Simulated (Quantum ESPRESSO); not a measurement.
Quantum ESPRESSO is run on ScAg₃ (Fm-3m, 4 atoms in the cell), and the run fails. The aim is a self-consistent single point with DFT, LDA (PZ), plane waves, GBRV 1.5 ultrasoft (LDA) pseudopotentials.

Input as run:

```fortran
&CONTROL
   calculation = 'scf',
   prefix = 'ScAg3',
   outdir = './work',
   pseudo_dir = './',
   tprnfor = .true.,
   tstress = .true.,
/
&SYSTEM
   ibrav = 0,
   nat = 4,
   ntyp = 2,
   occupations = 'smearing',
   smearing = 'fermi-dirac',
   degauss = 0.0099958,
/
&ELECTRONS
   conv_thr = 1.0d-10,
/
ATOMIC_SPECIES
Sc    44.9559  sc_lda_v1.uspp.F.UPF
Ag   107.8682  ag_lda_v1.4.uspp.F.UPF
CELL_PARAMETERS {angstrom}
   0.0000000000     3.2899960000     3.2899960000
   3.2899960000     0.0000000000     3.2899960000
   3.2899960000     3.2899960000     0.0000000000
ATOMIC_POSITIONS {crystal}
Sc    0.0000000000    0.0000000000    0.0000000000
Ag    0.2500000000    0.2500000000    0.2500000000
Ag    0.7500000000    0.7500000000    0.7500000000
Ag    0.5000000000    0.5000000000    0.5000000000
K_POINTS {automatic}
6 6 6  1 1 1
```

The program printed (abridged):

```
 %%%%%%%%%%%%%%%%%%%%%%%%%%%%%%%%%%%%%%%%%%%%%%%%%%%%%%%%%%%%%%%%%%%%%%%%%%%%%%
     Error in routine set_cutoff (1):
      ecutwfc not set
 %%%%%%%%%%%%%%%%%%%%%%%%%%%%%%%%%%%%%%%%%%%%%%%%%%%%%%%%%%%%%%%%%%%%%%%%%%%%%%

     stopping ...
```

Task: From the messages shown, name the fault and mend the input.

Result: The fault is no plane-wave cutoff. The cutoff has no default. To fix it, give the cutoff. The program stopped before any SCF iteration.

An input that runs soundly differs in these lines (not the only fix; some lines may just follow from the change or write a value another way):
```diff
+   ecutwfc = 50,
+   ecutrho = 400,
```

With that input, the run converged in 12 iterations: free energy E − TS -13354.1306 eV; Fermi level (on the code's own zero) 15.71 eV; pressure -4.74 GPa (DFT, LDA (PZ), plane waves, GBRV 1.5 ultrasoft (LDA) pseudopotentials).

On the sound input: the starting cell comes from a database of computed structures (which also holds hypothetical and non-ambient phases and stackings), without a prior relaxation at this level. Its lattice was rescaled by a random factor within 2.5 % of one. With a pressure of about -5 GPa the cell is away from its equilibrium volume at this level.
